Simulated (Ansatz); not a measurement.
Here is the system:

```
MgO
1.0
    0.00000     2.04704     2.04704
    2.04704     0.00000     2.04704
    2.04704     2.04704     0.00000
Mg O
1 1
Cartesian
  0.00000   0.00000   0.00000
  2.04704   2.04704   2.04704
```

No spin polarisation.

Level of theory: Kohn–Sham DFT with the LDA functional, run in Ansatz (a quantum-chemistry and plane-wave program) with PAW and 420 eV plane waves, without spin-orbit coupling. k-mesh 14×14×14 (Γ-centred); smearing 0.05 eV (Fermi–Dirac).

Question: What is the computed band gap?

Answer: 5.53 eV.

Question: Predict the hole mass (degenerate bands, along [100]).

Answer: 0.41, 2.0, 2.0 mₑ (at Γ).

Load acts through the strain it causes; cell and atoms are relaxed under it. Masses are band curvatures over ±0.01 Å⁻¹ around the edge. No phonon test of stability was made. Competing high-pressure phases were not computed. The cell was made from MgO in the rock salt structure (space group Fm-3m, No. 225) by this change: pressure 9 GPa.
